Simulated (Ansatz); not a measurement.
## Effect of Mg → Sc on Mg

Take Mg in the hcp (Mg type) structure (space group P6_3/mmc, No. 194; a = 3.1731 Å, c = 5.1825 Å) as the base.

The change: every Mg is replaced by Sc; the structure is relaxed again.

The values are results of r2SCAN/PAW in Ansatz (a first-principles code), scalar-relativistic without spin-orbit coupling, not measurements. Γ-centred 16×16×9 mesh, Fermi–Dirac width 0.05 eV, for the changed cell.

```
quantity                                     base             changed        shift
-----------------------------  ------------------  ------------------  -----------
density                                1.79 g/cm³          3.00 g/cm³  +1.21 g/cm³
lattice parameter a                       3.173 Å             3.329 Å     +0.156 Å
c/a ratio                                   1.633               1.559       -0.074
space group                    P6_3/mmc (No. 194)  P6_3/mmc (No. 194)            –
shortest interatomic distance             3.173 Å             3.230 Å     +0.057 Å
band gap                                     zero                zero            –
```

Cost of the whole job for the changed cell (relaxation, final SCF and bands): around 2.3 core-minutes (rough).

Stability against distortions was not tested. The final runs are not spin-polarised.
